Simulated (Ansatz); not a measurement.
The starting structures come from a database of crystals and need not be the phases stable at ambient conditions.

 Where the default PAW files enter, the runs use the earlier of Ansatz's two default sets.

Tunnelling through a barrier is set by its complex band structure: the current falls as exp(−2κd) with the smallest κ.

```
RbO3P
1.0
    4.51777     0.00000     0.00000
    0.00000     6.09761     0.00000
    0.00000     0.00000    12.75847
Rb P O
4 4 12
Direct
  0.77198   0.25000   0.59542
  0.22802   0.75000   0.40458
  0.72802   0.75000   0.09542
  0.27198   0.25000   0.90458
  0.32248   0.75000   0.67506
  0.67752   0.25000   0.32494
  0.17752   0.25000   0.17506
  0.82248   0.75000   0.82494
  0.66449   0.75000   0.71186
  0.33551   0.25000   0.28814
  0.83551   0.25000   0.21186
  0.16449   0.75000   0.78814
  0.73466   0.46022   0.37998
  0.26534   0.53978   0.62002
  0.76534   0.53978   0.87998
  0.23466   0.46022   0.12002
  0.23466   0.03978   0.12002
  0.76534   0.96022   0.87998
  0.26534   0.96022   0.62002
  0.73466   0.03978   0.37998
```

Space group of this cell: Pnma. The cell is taken as given; by r2SCAN its mean pressure is 0.7 GPa.

Transport runs along the normal of the first two printed cell vectors.

The gap is the functional's own. No spin-orbit coupling. Mid-gap values are interpolated on the energy grid.

Question: Predict the band gap and the smallest decay constant κ at mid-gap from r2SCAN (Ansatz, a program for electronic structure).

Answer: Gap 5.64 eV on a 8×6×4 mesh; κ = 0.487 1/Å, at the zone centre.
